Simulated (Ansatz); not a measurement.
**YAl3 (space group P6_3/mmc, No. 194; a cell from a computed database, its experimental status unchecked)**

```cif
data_Al6Y2
_chemical_formula_sum 'Y2 Al6'
_space_group_name_H-M_alt 'P63/mmc'
_space_group_IT_number 194
_space_group_name_Hall '-P 6c 2c'
_cell_length_a 6.20798
_cell_length_b 6.20798
_cell_length_c 4.59292
_cell_angle_alpha 90.000
_cell_angle_beta 90.000
_cell_angle_gamma 120.000
loop_
_atom_site_label
_atom_site_type_symbol
_atom_site_symmetry_multiplicity
_atom_site_Wyckoff_symbol
_atom_site_fract_x
_atom_site_fract_y
_atom_site_fract_z
_atom_site_occupancy
Y1 Y 2 d 0.66667 0.33333 0.25000 1
Al1 Al 6 h 0.14789 0.29579 0.25000 1
```

All numbers come from DFT with PBEsol, PAW potentials and a 420 eV plane-wave cutoff in Ansatz (a quantum-chemistry and plane-wave program), scalar-relativistic without spin-orbit coupling. k-mesh 9×9×10 (Γ-centred); smearing 0.05 eV (Fermi–Dirac).

The volume per atom comes out as 19.16 Å³ and the density is 3.68 g/cm³. The band gap is zero and the total energy is -1342.630 eV/atom (σ→0; compares only within this code and set-up).

Whether these cells are dynamically stable was not tested. The final runs are not spin-polarised.
